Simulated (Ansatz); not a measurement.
A computed series for Au: response to strain

Consider Au in the fcc (Cu type) structure (space group Fm-3m, No. 225; a = 4.083 Å; relaxed with 0.1 eV smearing). Axes: x, y, z lie along the cube axes.

Strains are applied to the cell and any free atomic positions relax; under biaxial strain the out-of-plane vector relaxes too.

Computed with PBEsol (Ansatz, an electronic-structure program; PAW; 420 eV plane waves; no spin-orbit coupling).

Notes on the quantities. pressure: mean of the normal stresses, compression positive; energy relative to the base: free energy F.

| variant | pressure | volume per atom | energy relative to the base |
|---|---|---|---|
| base | 0.0 GPa | 17.02 Å³ | 0 meV/atom |
| biaxial strain −3.00 %, plane normal [001], relaxed out of plane | 2.4 GPa | 16.83 Å³ | +10 meV/atom |
| biaxial strain −2.00 %, plane normal [001], relaxed out of plane | (withheld) | (withheld) | (withheld) |
| biaxial strain −1.50 %, plane normal [001], relaxed out of plane | 1.0 GPa | 16.93 Å³ | +2.3 meV/atom |
| biaxial strain −1.00 %, plane normal [001], relaxed out of plane | 0.6 GPa | 16.96 Å³ | +1.0 meV/atom |
| biaxial strain +0.50 %, plane normal [001], relaxed out of plane | -0.3 GPa | 17.04 Å³ | +0.2 meV/atom |
| biaxial strain +1.50 %, plane normal [001], relaxed out of plane | -0.6 GPa | 17.08 Å³ | +1.7 meV/atom |
| biaxial strain +2.00 %, plane normal [001], relaxed out of plane | -0.7 GPa | 17.09 Å³ | +2.7 meV/atom |
| biaxial strain +2.50 %, plane normal [001], relaxed out of plane | -0.7 GPa | 17.10 Å³ | +3.8 meV/atom |
| biaxial strain +3.00 %, plane normal [001], relaxed out of plane | -0.8 GPa | 17.11 Å³ | +5.0 meV/atom |

Question: Some entries are withheld; estimate them.

Answer: 
- biaxial strain −2.00 %, plane normal [001], relaxed out of plane, pressure: 1.4 GPa
- biaxial strain −2.00 %, plane normal [001], relaxed out of plane, volume per atom: 16.90 Å³
- biaxial strain −2.00 %, plane normal [001], relaxed out of plane, energy relative to the base: +4.2 meV/atom

Whether these cells are dynamically stable was not tested.
